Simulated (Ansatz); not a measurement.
Base system: BiAu₂ in the cubic Laves (MgCu2 type) structure (space group Fd-3m, No. 227; a = 7.945 Å).

Now apply this change: a hydrostatic pressure of 5 GPa.

Levels (all Ansatz, an electronic-structure program, PAW): PBEsol (420 eV, no spin-orbit coupling); PBEsol+SOC (420 eV, noncollinear with spin-orbit coupling).

The geometry is relaxed with PBEsol.

- PBEsol pressure: 5.0 GPa

Q: What does PBEsol+SOC give at this geometry for the pressure?

A: The pressure shrinks by 0.3 GPa to 4.7 GPa.

Single points use the geometry relaxed with PBEsol. Differences between runs with and without spin-orbit coupling are approximate. Load acts through the strain it causes; cell and atoms are relaxed under it. Whether these cells are dynamically stable was not tested. No other phases were tried under pressure.
